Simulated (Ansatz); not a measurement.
For YSi (model structure, started from the CsCl type, Pm-3m, No. 221, 2 atoms in the cell), PBE (Ansatz, a quantum-chemistry and plane-wave program, plane waves, PAW) gives:

```
Item                         Result
-------------------  --------------
lattice parameter a         3.538 Å
formation enthalpy   -0.429 eV/atom
```

What does r²SCAN (plane waves, PAW; Ansatz) give for the same quantities?


- lattice constant a: 3.544 Å (grows by 0.2 %)
- formation enthalpy: -0.440 eV/atom (moves by -0.011 eV/atom)

Changes are worked out from the printed values.

Unless a cell is named, each level is at its own relaxed cell (PBE 22.14, r²SCAN 22.25 Å³/atom).

The crystal itself was run without spin with PBE, r²SCAN; a magnetic state was not tried in these runs.

Ansatz's density-functional and Hartree–Fock values are scalar-relativistic unless marked +SOC, with PAW data made under PBE.

A model structure was made by putting elements into a prototype or built by hand; it is no filed structure, need not be a known phase, and can be a saddle point held by its symmetry.
